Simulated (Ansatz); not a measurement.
Y: element substitutions

The parent structure is Y in the hcp (Mg type) structure (space group P6_3/mmc, No. 194).

```cif
data_Y2
_chemical_formula_sum 'Y2'
_space_group_name_H-M_alt 'P 1'
_space_group_IT_number 1
_cell_length_a 3.59943
_cell_length_b 3.59943
_cell_length_c 5.58709
_cell_angle_alpha 90.000
_cell_angle_beta 90.000
_cell_angle_gamma 120.000
loop_
_space_group_symop_operation_xyz
  'x, y, z'
loop_
_atom_site_label
_atom_site_type_symbol
_atom_site_fract_x
_atom_site_fract_y
_atom_site_fract_z
_atom_site_occupancy
Y1 Y 0.33333 0.66667 0.75000 1
Y2 Y 0.66667 0.33333 0.25000 1
```

Each row replaces one element on all its sites; cell and atoms are relaxed.

Level of theory: PBEsol (Ansatz, an electronic-structure program; PAW; 420 eV plane waves; scalar-relativistic without spin-orbit coupling).

Candidates:
(a) Y → Nb
(b) Y → Rb
(c) Y → Tl

Base values:

- Lattice parameter a = 3.599 Å

### Question
Order them by lattice parameter a, highest first.

### Answer
(b) Y → Rb (4.951 Å), (c) Y → Tl (3.458 Å), (a) Y → Nb (2.833 Å)

Whether these cells are dynamically stable was not tested. For Nb and Rb in this form, whether it has been made was not checked. The final runs are not spin-polarised. This is not the structure that Nb has at room temperature and ambient pressure. This is not the structure that Rb has at room temperature and ambient pressure.
